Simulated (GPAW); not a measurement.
# Energy against c/a at fixed volume: hcp Hf (space group 194) (GPAW, PBE)

```yaml
crystal:
  lattice:
    - [3.25040, 0.00000, 0.00000]
    - [-1.62520, 2.81493, 0.00000]
    - [0.00000, 0.00000, 4.93979]
  atoms:
    - { symbol: Hf, position: [0.66667, 0.33333, 0.75000] }
    - { symbol: Hf, position: [0.33333, 0.66667, 0.25000] }
```

Method: PBE, GPAW PAW datasets PBE (gpaw-data 1.0.1) (plane waves; GPAW). Settings: mode = pw; ecut = 585 eV; xc = PBE; kpts = 24 24 14; mesh shift (steps) = 0 0 0; occupations.name = fermi-dirac; occupations.width = 0.05 eV; nbands = -8; convergence.density = 1e-06 e/electron; convergence.energy = 1e-06 eV/electron; symmetry.symmorphic = false; symmetry.tolerance = 0.0005; maxiter = 100. The cell above is the first row's. The rows change c/a at fixed volume. In all rows fractional positions and the k mesh are held. E is the free energy at the stated smearing, counted from the lowest row.

| c/a | E (meV/atom) |
|---|---|
| 1.5197 | 8.96 |
| 1.5356 | 4.81 |
| 1.5514 | 1.95 |
| 1.5672 | 0.37 |
| 1.5831 | 0.00 |
| 1.5989 | 0.81 |
| 1.6147 | 2.73 |
| 1.6306 | 5.75 |
| 1.6464 | ? |

Taking a cubic for E over the 8 complete rows: With u = c/a - 1.58, the rows have u = -0.06030, -0.04440, -0.02860, -0.01280, 0.00310, 0.01890, 0.03470, 0.05060. Least squares gives E = -0.019 - 0.23·u + 2353.7·u² - 1880·u³. Residuals (row less fit): -0.005, 0.014, -0.007, -0.004, -0.003, 0.005, 0.001, -0.002; standard error 0.009 (degrees of freedom: 4). The fitted curve has its minimum at c/a = 1.58, where E = -0.02. To one more digit the minimum is at c/a = 1.580; the ideal close-packed ratio is 1.633.

Question: Estimate the missing E (c/a = 1.6464); what did the run itself give?

Answer: u = 0.06640, so E = -0.019 - 0.23 × 0.06640 + 2353.7 × 0.06640² - 1880 × 0.06640³ = 9.793 meV/atom. The calculation gives 9.82 meV/atom, 0.027 meV/atom above the prediction (0.3 % of the range of E in the table). The row lies outside the fitted rows, so this is an extrapolation. From the scatter of the fitted rows alone, a prediction at this place has a standard error of 0.024 meV/atom, so the miss is 1.1 times that.

Carrying the step between the two nearest rows on in a straight line would have given 8.75, off by 1.07; series whose last step already gives the withheld value aren't shown. The reference cell has the volume at which an earlier scan in this program and functional put its minimum by a fit; axis ratios and inner coordinates come from a measured-size cell. The runs keep the symmetry of the cell, so they don't test it for distortions. The best c/a moves a little with volume. Spin-orbit coupling is off. In metals such curves are sensitive to mesh and smearing. Cutoffs and mesh are single choices, not tested for convergence of this quantity. Series with a scatter that would blur these digits, or in which a gap closes, are not shown. Strain series were run only where this level's volume lies within 10 % of a first guess from the measured size.
